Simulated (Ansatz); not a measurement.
Ansatz (a quantum-chemistry and plane-wave program), DFT, PBE, plane waves, its default PAW files: a series of growing systems, each on 88 threads. The k mesh and basis are held over the series and aren't claimed converged, least of all for the small cells.

```yaml
task: single point
k mesh: 1×1×1
hamiltonian.xc: pbe
kind_of_files: paw
scf.occupations.method: fermi_dirac
scf.occupations.width: 0.1 eV
output.forces: true
memory maximum (--max-ram): 200GiB
accuracy: medium (default)
basis.precision: auto (default)
basis.xc_grid: 2 (default)
scf.eigensolver.kind: auto (default)
scf.mixing.algorithm: auto (default)
scf.mixing.preconditioner: auto (default)
scf.lower_state_search: light (default)
```

It runs on a single node (Arm Neoverse V2, 96 cores on 1 socket, no SMT, 1 L3 cache group; 94 cores' worth of CPU time may be used).

Each time is the median wall time of two to five repeats, run one at a time on the otherwise empty machine; start-up is included. Unless noted, each process is bound to its own block of adjacent cores. The times hold for this build (release build for Arm (Neoverse V2), one process with threads). Scratch files lie in a memory file system.

Measured:

| system | bands at the start | electrons | plane waves at Γ | SCF iterations (all cycles of the run, searches included) | wall time | peak memory |
|---|---|---|---|---|---|---|
| fcc Cu, atoms displaced, 4 atoms | 43 | 76 | 925 | 11 | 0.32 s | 0.34 GiB |
| fcc Cu, atoms displaced (Cu32), 32 atoms | 336 | 608 | 7249 | 9 | 0.90 s | 0.91 GiB |

Still to run:

```csv
system,bands at the start,electrons,plane waves at Γ
"fcc Cu, atoms displaced (Cu108), 108 atoms",1134,2052,24885
"fcc Cu, atoms displaced (Cu256), 256 atoms",2688,4864,58893
```

Question: Estimate time and memory of the remaining systems.

Answer: The two largest measured give a power of ln(0.90/0.32) / ln(32/4) = 0.50 in the count of atoms; the table sets what it predicts beside the runs.

```csv
system,time by that power,"SCF iterations (all cycles of the run, searches included)",wall time,peak memory
"fcc Cu, atoms displaced (Cu108), 108 atoms",1.7 s,7,4.7 s,4.8 GiB
"fcc Cu, atoms displaced (Cu256), 256 atoms",2.5 s,8,44 s,18 GiB
```

From the smallest system to the largest the time grows as the power 1.2 of the count of atoms; from step to step the powers are 0.5, 1.4, 2.6. In the smallest, launch, exit and the like take 0.10 s of the 0.32 s.

Keys are those of Ansatz 0.2.
